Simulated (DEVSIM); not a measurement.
Device: Si n-i-p diode, at 300 K.

Layer 1 from the left is Si, thickness (μm) 1.90, Nd (cm⁻³) 1.4e19, τn (s) 0.00017, τp (s) 1.7e-5. Layer 2 from the left is Si, thickness (μm) 12.0, Na (cm⁻³) 1.6e12, τn (s) 0.00017, τp (s) 0.00017. Layer 3 from the left is Si, thickness (μm) 4.20, Na (cm⁻³) 1.9e17, τn (s) 0.00017, τp (s) 0.00017.

Left contact: ohmic. Right contact: ohmic. Voltage is applied to the left contact. Recombination: SRH at mid-gap, radiative. Gap narrowing is on: ΔEg = 6.92 meV × (l + √(l² + 0.5)), l = ln(N/1.3e17 cm⁻³), shared equally by both band edges. Mobility is μmin + (μ − μmin)/(1 + (N/Nref)^α).

This is a model device: material constants are rounded textbook-type values typed into the input, and sizes, dopings and lifetimes were drawn at random. Values at 300 K.

Si: gap (eV) 1.124, affinity (eV) 4.05, permittivity 11.7, Nc (cm⁻³) 2.86e19, Nv (cm⁻³) 3.1e19, μn (cm²/Vs) 1417, μp (cm²/Vs) 470, μn,min 52, μp,min 45, Nref,n 9.7e16, Nref,p 2.2e17, αn 0.68, αp 0.72, B (cm³/s) 4.7e-15.

Model (solved in DEVSIM): 1D drift-diffusion, Boltzmann statistics, complete ionisation; no tunnelling, impact ionisation, image-force lowering or self-heating.

Question: What does the simulation give for the dark forward voltage at 1 A/cm², the dark forward voltage at 100 A/cm²?

Answer: dark forward voltage at 1 A/cm² 0.674 V; dark forward voltage at 100 A/cm² 0.803 V.
